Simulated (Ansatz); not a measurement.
Base system: BN in the h-BN type structure (space group P6_3/mmc, No. 194; a = 2.5006 Å, c = 6.5258 Å; layered, stacked along the Cartesian z axis).

Calculations: Ansatz (a first-principles code), r2SCAN+rVV10, PAW, cutoff 500 eV, without spin-orbit coupling.

Base values:

The pressure comes out as 0.00 GPa and the band gap comes out as 4.74 eV. The smallest direct gap is 5.18 eV and the width of the top valence band is 3.33 eV.

The change: every lattice vector is stretched by 3.98 %, atoms relaxed at fixed cell.

Problem. How does this affect the energy relative to the base, pressure, band gap, smallest direct gap and width of the top valence band?

Solution. The energy goes up by 91 meV/atom; the pressure (mean of the normal stresses, compression positive) goes from zero to -24.28 GPa; the band gap shrinks by 0.16 eV, from 4.74 eV to 4.58 eV; the smallest direct gap falls by 0.20 eV to 4.98 eV; the width of the top valence band falls by 0.104 eV to 3.22 eV.

The cells carry an imposed strain or load. Semilocal Kohn–Sham gaps tend to fall short of experiment. Stability against distortions was not tested.
